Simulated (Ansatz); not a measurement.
## V2AlC (P6₃/mmc, No. 194; start mp-1025497): properties by level of theory

| level (code) | lattice parameter a (Å) | c axis length (Å) |
|---|---|---|
| PBE (Ansatz) | 2.905 | 13.134 |
| PBE-D3(BJ) (Ansatz) | 2.869 | 12.985 |
| PBE-D4 (Ansatz) | 2.881 | 13.020 |

Caveats: the relaxation could not lower the start's symmetry, so the cell can be a saddle point above a distorted one (PBE, PBE-D3(BJ), PBE-D4). Ansatz's density-functional and Hartree–Fock values are scalar-relativistic unless marked +SOC, with PAW data made under PBE.

The crystal itself was run without spin with PBE, PBE-D3(BJ), PBE-D4.

A start named mp-… is a Materials Project structure, which can be a computed phase never made.

Ansatz is a first-principles code.
